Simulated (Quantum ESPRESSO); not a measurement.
## Equation of state of WC-type WC (space group 187): energy against volume (Quantum ESPRESSO, PBE)

```yaml
crystal:
  lattice:
    - [2.85826, 0.00000, 0.00000]
    - [-1.42913, 2.47532, 0.00000]
    - [0.00000, 0.00000, 2.78950]
  atoms:
    - { symbol: W, position: [0.00000, 0.00000, 0.00000] }
    - { symbol: C, position: [0.33333, 0.66667, 0.50000] }
```

Computed with PBE, PSlibrary PAW (PBE) pseudopotentials (plane waves; Quantum ESPRESSO 7.5). Settings: ecutwfc = 72 Ry; ecutrho = 648 Ry; occupations = smearing; smearing = fermi-dirac; degauss = 0.0036749 Ry; potentials = {W: W.pbe-spn-kjpaw_psl.1.0.0.UPF, C: C.pbe-n-kjpaw_psl.1.0.0.UPF}; K_POINTS = automatic 23 23 20 0 0 0; conv_thr = 1e-10 Ry; mixing_beta = 0.5. The cell above is the first row's. The rows scale it uniformly. In all rows fractional positions and the k mesh are held. E is the free energy at the stated smearing, counted from the lowest row.

| V (Å^3/atom) | E (meV/atom) |
|---|---|
| 9.868 | 46.64 |
| 10.083 | 18.60 |
| 10.297 | 3.50 |
| 10.512 | 0.00 |
| 10.726 | 6.94 |
| 10.941 | 23.25 |
| 11.155 | 47.97 |
| 11.370 | 80.25 |
| 11.584 | ? |

The 8 complete rows are fitted with the third-order Birch-Murnaghan form, a cubic in V^(-2/3), E against V. With u = V^(-2/3) - 0.207, the rows have u = 0.010360, 0.007260, 0.004281, 0.001390, -0.001391, -0.004094, -0.006697, -0.009230. Least squares gives E = 2.216 - 2488.43·u + 650184·u² + 389314·u³. Residuals (row less fit): -0.013, 0.031, -0.009, -0.014, 0.006, -0.025, 0.045, -0.019; standard error 0.034 (degrees of freedom: 4). Its minimum lies at u = 0.001910, so V0 = (0.208910)^(-3/2) = 10.47. There d²E/du² = 1305000 and d³E/du³ = 2336000, so B0 = (4/9) × 10.47^(-7/3) × 1305000 × 0.160218 = 387 GPa (the last factor turns the table's units into GPa), and B0' = 4 + (2/3) × 0.208910 × (2336000)/1305000 = 4.2. The program's pressures in the fitted runs (not shown) pass through zero at V = 10.47, 0.02 % from this V0.

What does the fit predict for E at V = 11.584, and how far is the calculated value from it?

u = -0.011674, so E = 2.216 - 2488.43 × (-0.011674) + 650184 × (-0.011674)² + 389314 × (-0.011674)³ = 119.255 meV/atom. The calculation gives 119.28 meV/atom, 0.025 meV/atom above the prediction (under 0.05 % of the range of E in the table). The row lies outside the fitted rows, so this is an extrapolation. From the scatter of the fitted rows alone, a prediction at this place has a standard error of 0.081 meV/atom, so the miss is 0.3 times that.

Carrying the step between the two nearest rows on in a straight line would have given 112.38, off by 6.90; series whose last step already gives the withheld value aren't shown. The scan was laid around a cell of about the measured size, scaled by a guess for this functional; axis ratios and inner coordinates come from that cell. The runs keep the symmetry of the cell, so they don't test it for distortions. Spin polarisation is off. Spin-orbit coupling is off. The shape of the cell and the inner coordinates aren't relaxed, so V0 and B0 belong to this uniform scaling; a relaxed crystal lies no higher in energy and is usually softer. Cutoffs and mesh are single choices, not tested for convergence of this quantity. Series with a scatter that would blur these digits, or in which a gap closes, are not shown. Nor are scans whose minimum lies at an end fitted in this form.
